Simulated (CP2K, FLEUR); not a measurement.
A CP2K input for a self-consistent single point of SrGe2Ir2 (I4/mmm, 5 atoms in the cell) (DFT PBEsol, GPW, DZVP-MOLOPT-SR-GTH basis, GTH-PBE potentials (GTH_POTENTIALS)):

```
&GLOBAL
  PROJECT bulk
  RUN_TYPE ENERGY_FORCE
  PRINT_LEVEL LOW
&END GLOBAL
&FORCE_EVAL
  METHOD Quickstep
  STRESS_TENSOR ANALYTICAL
  &DFT
    BASIS_SET_FILE_NAME BASIS_MOLOPT
    POTENTIAL_FILE_NAME GTH_POTENTIALS
    &QS
      METHOD GPW
      EPS_DEFAULT 1E-10
    &END QS
    &MGRID
      CUTOFF 500
      REL_CUTOFF 50
      NGRIDS 5
    &END MGRID
    &SCF
      SCF_GUESS ATOMIC
      EPS_SCF 1E-7
      MAX_SCF 100
      ADDED_MOS 9
      &DIAGONALIZATION
        ALGORITHM STANDARD
      &END DIAGONALIZATION
      &MIXING
        METHOD BROYDEN_MIXING
        ALPHA 0.2
        NBUFFER 8
        BETA 1
      &END MIXING
      &SMEAR ON
        METHOD GAUSSIAN
        SIGMA [eV] 0.136
      &END SMEAR
    &END SCF
    &KPOINTS
      SCHEME MONKHORST-PACK 7 7 7
    &END KPOINTS
    &XC
      &XC_FUNCTIONAL
        &PBE
          PARAMETRIZATION PBESOL
        &END PBE
      &END XC_FUNCTIONAL
    &END XC
    &PRINT
      &MO
        EIGENVALUES T
        OCCUPATION_NUMBERS T
        NDIGITS 8
        FILENAME mo
        &EACH
          QS_SCF 0
        &END EACH
        ADD_LAST NUMERIC
      &END MO
      &MULLIKEN OFF
      &END MULLIKEN
    &END PRINT
  &END DFT
  &SUBSYS
    &CELL
      A 6.04162300 0.00000000 0.00000000
      B 3.23179600 5.10457700 0.00000000
      C -4.63671000 -2.55228800 2.91341000
      PERIODIC XYZ
    &END CELL
    &COORD
      Sr       0.00000000     0.00000000     0.00000000
      Ge       3.41920232     1.88210859     0.00000000
      Ge       5.85421668     3.22246841     0.00000000
      Ir       1.61589775     2.55228875     1.45670500
      Ir       3.02081125     0.00000025     1.45670500
    &END COORD
    &KIND Sr
      BASIS_SET DZVP-MOLOPT-SR-GTH-q10
      POTENTIAL GTH-PBE-q10
    &END KIND
    &KIND Ge
      BASIS_SET DZVP-MOLOPT-SR-GTH-q4
      POTENTIAL GTH-PBE-q4
    &END KIND
    &KIND Ir
      BASIS_SET DZVP-MOLOPT-SR-GTH-q17
      POTENTIAL GTH-PBE-q17
    &END KIND
  &END SUBSYS
  &PRINT
    &FORCES ON
    &END FORCES
    &STRESS_TENSOR ON
    &END STRESS_TENSOR
  &END PRINT
&END FORCE_EVAL
```

Question: Give the FLEUR input for the same structure, mesh, smearing and functional.

Answer: One input that does it (others would too):

Input of the input generator:

```
Sr(GeIr)2
&input film=f /
-2.0600920000 2.0600920000 5.2927550000
2.0600920000 -2.0600920000 5.2927550000
2.0600920000 2.0600920000 -5.2927550000
1.8897261246
1.0 1.0 1.0

5
38 0.0000000000 0.0000000000 0.0000000000
32 0.3687100000 0.3687100000 0.0000000000
32 0.6312900000 0.6312900000 0.0000000000
77 0.2500000000 0.7500000000 0.5000000000
77 0.7500000000 0.2500000000 0.5000000000

&comp jspins=1 /
&exco xctyp='PBEs' /
&kpt div1=7 div2=7 div3=7 /
&end /
```

```xml
<?xml version="1.0" encoding="UTF-8" standalone="no"?>
<fleurInput fleurInputVersion="0.39">
   <comment>
      Sr(GeIr)2                                                                                           
   </comment>
   <calculationSetup>
      <cutoffs Kmax="3.8" Gmax="11.4" GmaxXC="11.4" numbands="0"/>
      <scfLoop itmax="60" minDistance="0.00001" maxIterBroyd="15" imix="Anderson" alpha="0.05" precondParam="0.0" spinf="2.0"/>
      <coreElectrons ctail="T" frcor="F" kcrel="0" coretail_lmax="0"/>
      <xcFunctional name="PBEs" relativisticCorrections="F"/>
      <magnetism jspins="1"/>
      <soc l_soc="F" theta="0.0" phi="0.0" spav="F"/>
      <expertModes spex="0" secvar="F"/>
      <geometryOptimization l_f="T" forcealpha="1.0" forcemix="BFGS" epsdisp="0.00001" epsforce="0.00001"/>
      <ldaU l_linMix="F" mixParam="0.05" spinf="1.0"/>
   </calculationSetup>
   <cell>
      <bzIntegration valenceElectrons="68.0" mode="gauss" fermiSmearingEnergy="0.00499791">
         <kPointListSelection listName="default-1"/>
         <!-- k-points included here -->
         <xi:include xmlns:xi="http://www.w3.org/2001/XInclude" href="kpts.xml"> </xi:include>
      </bzIntegration>
      <!-- symmetry operations included here -->
      <xi:include xmlns:xi="http://www.w3.org/2001/XInclude" href="sym.xml"> </xi:include>
      <bulkLattice scale="1.0">
         <bravaisMatrix>
            <row-1>   -3.8930096714794629     3.8930096714794629    10.0018573946072724</row-1>
            <row-2>    3.8930096714794629    -3.8930096714794629    10.0018573946072724</row-2>
            <row-3>    3.8930096714794629     3.8930096714794629   -10.0018573946072724</row-3>
         </bravaisMatrix>
      </bulkLattice>
   </cell>
   <atomSpecies>
      <species name="Strontium (Sr)" element="Sr" atomicNumber="38">
         <mtSphere radius="2.68" gridPoints="925" logIncrement="0.014"/>
         <atomicCutoffs lmax="10" lnonsphr="8"/>
         <electronConfig flipSpins="F">
            <coreConfig>(1s1/2) (2s1/2) (2p1/2) (2p3/2) (3s1/2) (3p1/2) (3p3/2) (3d3/2) (3d5/2)</coreConfig>
            <valenceConfig>(4s1/2) (4p1/2) (4p3/2) (5s1/2)</valenceConfig>
         </electronConfig>
         <energyParameters s="5" p="5" d="4" f="4"/>
         <lo type="SCLO" l="0" n="4" eDeriv="0"/>
         <lo type="SCLO" l="1" n="4" eDeriv="0"/>
      </species>
      <species name="Germanium (Ge)" element="Ge" atomicNumber="32">
         <mtSphere radius="2.17" gridPoints="751" logIncrement="0.016"/>
         <atomicCutoffs lmax="8" lnonsphr="6"/>
         <electronConfig flipSpins="F">
            <coreConfig>(1s1/2) (2s1/2) (2p1/2) (2p3/2) (3s1/2) (3p1/2) (3p3/2)</coreConfig>
            <valenceConfig>(4s1/2) (3d3/2) (3d5/2) (4p1/2) (4p3/2)</valenceConfig>
            <stateOccupation state="(4p1/2)" spinUp="0.3333333333333" spinDown="0.3333333333333"/>
            <stateOccupation state="(4p3/2)" spinUp="0.6666666666667" spinDown="0.6666666666667"/>
         </electronConfig>
         <energyParameters s="4" p="4" d="3" f="4"/>
         <lo type="HELO" l="2" n="4" eDeriv="0"/>
      </species>
      <species name="Iridium (Ir)" element="Ir" atomicNumber="77">
         <mtSphere radius="2.17" gridPoints="751" logIncrement="0.018"/>
         <atomicCutoffs lmax="8" lnonsphr="6"/>
         <electronConfig flipSpins="F">
            <coreConfig>(1s1/2) (2s1/2) (2p1/2) (2p3/2) (3s1/2) (3p1/2) (3p3/2) (4s1/2) (3d3/2) (3d5/2) (4p1/2) (4p3/2) (5s1/2) (4d3/2) (4d5/2) (4f5/2) (4f7/2)</coreConfig>
            <valenceConfig>(5p1/2) (5p3/2) (6s1/2) (5d3/2) (5d5/2)</valenceConfig>
            <stateOccupation state="(5d3/2)" spinUp="1.4" spinDown="1.4"/>
            <stateOccupation state="(5d5/2)" spinUp="2.1" spinDown="2.1"/>
         </electronConfig>
         <energyParameters s="6" p="6" d="5" f="5"/>
         <lo type="SCLO" l="1" n="5" eDeriv="0"/>
      </species>
   </atomSpecies>
   <atomGroups>
      <atomGroup species="Strontium (Sr)">
         <relPos label="                   1">.0000000000 .0000000000 .0000000000</relPos>
         <force calculate="T" relaxXYZ="TTT"/>
      </atomGroup>
      <atomGroup species="Germanium (Ge)">
         <relPos label="                   2">.3687100000 .3687100000 .0000000000</relPos>
         <relPos label="                   3">-.3687100000 -.3687100000 .0000000000</relPos>
         <force calculate="T" relaxXYZ="TTT"/>
      </atomGroup>
      <atomGroup species="Iridium (Ir)">
         <relPos label="                   4">1.000/4.000 -1.000/4.000 1.000/2.000</relPos>
         <relPos label="                   5">-1.000/4.000 1.000/4.000 1.000/2.000</relPos>
         <force calculate="T" relaxXYZ="TTT"/>
      </atomGroup>
   </atomGroups>
   <output dos="F" band="F" slice="F">
      <checks vchk="F" cdinf="F"/>
      <bandDOS minEnergy="-.5*Htr" maxEnergy="0.5*Htr" sigma="0.015" storeEVData="T"/>
      <vacuumDOS vacdos="F" integ="F" star="F" nstars="0" locx1="0.0" locy1="0.0" locx2="0.0" locy2="0.0" nstm="0" tworkf="0.0"/>
      <unfoldingBand unfoldBand="F" supercellX="1" supercellY="1" supercellZ="1"/>
      <plotting iplot="0" polar="F">
         <plot TwoD="T" vec1="  1.0  0.0  0.0" vec2="  0.0  1.0  0.0" vec3="  0.0  0.0  1.0" zero="  0.0  0.0  0.0" file="plot"/>
      </plotting>
      <chargeDensitySlicing numkpt="0" minEigenval="0.0" maxEigenval="0.0" nnne="0" pallst="F"/>
      <specialOutput eonly="F"/>
      <magneticCircularDichroism mcd="F" energyLo="-10.0" energyUp="0.0"/>
   </output>
  <!-- We include the file relax.xml here to enable relaxations (see documentation) -->
  <xi:include xmlns:xi="http://www.w3.org/2001/XInclude" href="relax.xml"> <xi:fallback/> </xi:include>
</fleurInput>
```

Basis settings and potentials, where a program has them, do not carry over. This input uses DFT, PBEsol, all-electron FLAPW (FLEUR), scalar-relativistic valence.

The starting cell comes from a database of computed structures (which also holds hypothetical and non-ambient phases and stackings), without a prior relaxation at this level. For this run, on top of that: lattice scaled by 0.98.
